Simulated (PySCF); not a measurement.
PySCF 2.14.0, BP86/def2-svp, df: Y(Br)(OMe)2 (C[O][Y]([Br])[O]C), 12 atoms. The geometry is a generated start, not checked to be a minimum at this level.

```
Quantity                                             Value
-------------------------  -------------------------------
task                                                energy
method                                                bp86
basis                                             def2-svp
two-electron scheme                        density fitting
mol.max_memory                                     3000 MB
mf.max_cycle                                           100
mf.conv_tol                                1e-09 (default)
mf.grids.level                                 3 (default)
effective core potentials  those of the basis set, past Kr
basis functions                                        149
grid points                                         157552
```

```xyz
12

Y      0.9736     0.7089     0.0852
Br     0.3901     2.4397     1.7804
O     -0.5916     0.6065    -0.9550
C     -1.5710     1.5767    -1.1868
H     -1.2346     2.5877    -0.9003
H     -1.8196     1.5880    -2.2572
H     -2.4830     1.3381    -0.6222
O      1.3269    -0.8532     1.0918
C      1.2608    -2.2153     0.7924
H      1.4057    -2.4146    -0.2812
H      2.0528    -2.7341     1.3500
H      0.2901    -2.6283     1.1030
```

Charge 0 and multiplicity 1 are set for this test and not shown to be the ground state.

With the defaults (mf.init_guess = minao, mf.DIIS = CDIIS, mf.diis = true, mf.diis_space = 8, mf.damp = 0, mf.diis_start_cycle = 1, mf.level_shift = 0) it converges in 16 Fock builds. One run each on 2 threads, 1 BLAS thread, with these changes:
- mf.init_guess = mod_huckel
- mf.level_shift = 0.1 Hartree
- mf.init_guess = huckel
- mf.diis_space = 3
- mf.diis_space = 5
- mf.DIIS = EDIIS
- mf.diis = false
- mf.diis = false, mf.damp = 0.7, mf.diis_start_cycle = 999
- mf.init_guess = 1e

Task: Which of these changes keep the SCF from converging, or lead it to another solution?

Result: No convergence: mf.init_guess = 1e; mf.DIIS = EDIIS; mf.diis = false (the run ends without SCF convergence in 100 cycles). The rest reach the solution of the defaults.

```json
[
 {"setting": "mf.level_shift = 0.1 Hartree", "Fock builds": "15", "end": "same solution"},
 {"setting": "mf.init_guess = mod_huckel", "Fock builds": "15", "end": "same solution"},
 {"setting": "the defaults", "Fock builds": "16", "end": "same solution"},
 {"setting": "mf.init_guess = huckel", "Fock builds": "16", "end": "same solution"},
 {"setting": "mf.diis_space = 5", "Fock builds": "18", "end": "same solution"},
 {"setting": "mf.diis = false, mf.damp = 0.7, mf.diis_start_cycle = 999", "Fock builds": "26", "end": "same solution"},
 {"setting": "mf.diis_space = 3", "Fock builds": "41", "end": "same solution"},
 {"setting": "mf.init_guess = 1e", "Fock builds": "101", "end": "no convergence"},
 {"setting": "mf.DIIS = EDIIS", "Fock builds": "101", "end": "no convergence"},
 {"setting": "mf.diis = false", "Fock builds": "101", "end": "no convergence"}
]
```
